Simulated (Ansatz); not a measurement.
Cost and result by functional for the surface energy of the (10-11) surface of hcp Y in its 1x1 cell, outermost plane spacing 0.46 Å in the ideal cut, in Ansatz (plane waves, PAW). Single points on the PBE structure, on one kind of machine; costs are rough ratios of the slab run's core time (references not counted) to the cheapest single point. r2SCAN's cost holds its higher cutoff (500 against 420 eV). Differences are taken against r2SCAN for comparison alone: no measured value is at hand, so the table doesn't rank accuracy.

Model: 10-atom slab, 11.5 Å thick at the start, 11x6x1 mesh, Fermi-Dirac 0.1 eV, dipole correction, all atoms relaxed; held to the part of the start's symmetry that mesh and held atoms allow; no spin, no spin-orbit, no U. These notes are the PBE run's.

```tsv
functional	relative cost	surface energy (J/m²)	less r2SCAN (J/m²)
LDA	1	1.09	0.04
RPBE	1	0.91	-0.14
PBEsol	1	1.07	0.01
r2SCAN	2	1.06	0.00
PBE (the relaxed run's value)	–	0.99	-0.07
```

The values span 0.18 J/m², while the single points' costs differ by a factor of roughly 2. Differences are of unrounded values.

Ansatz is a quantum-chemistry and plane-wave program.
